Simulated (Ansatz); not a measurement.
A computed series for Al: response to strain

Consider Al in the fcc (Cu type) structure (space group Fm-3m, No. 225; a = 4.015 Å; relaxed with 0.1 eV smearing).

Strains are applied to the cell and any free atomic positions relax.

Method: PBEsol, PAW, 420 eV (Ansatz, a quantum-chemistry and plane-wave program; without spin-orbit coupling).

Notes on the quantities. energy relative to the base: free energy F.

```
variant                   energy relative to the base  volume per atom
------------------------  ---------------------------  ---------------
base                                       0 meV/atom         16.19 Å³
isotropic strain −3.00 %                 +37 meV/atom         14.77 Å³
isotropic strain −2.50 %                            ?         15.00 Å³
isotropic strain −2.00 %                            ?         15.23 Å³
isotropic strain −1.50 %                            ?         15.47 Å³
isotropic strain −1.00 %                +3.8 meV/atom         15.71 Å³
isotropic strain −0.50 %                +0.9 meV/atom         15.94 Å³
isotropic strain +0.50 %                +0.9 meV/atom         16.43 Å³
isotropic strain +1.50 %                            ?         16.93 Å³
isotropic strain +2.00 %                 +14 meV/atom         17.18 Å³
```

Question: What belongs in the blanks?

Answer: 
- isotropic strain −2.50 %, energy relative to the base: +25 meV/atom
- isotropic strain −2.00 %, energy relative to the base: +16 meV/atom
- isotropic strain −1.50 %, energy relative to the base: +8.8 meV/atom
- isotropic strain +1.50 %, energy relative to the base: +8.0 meV/atom

Stability against distortions was not tested.
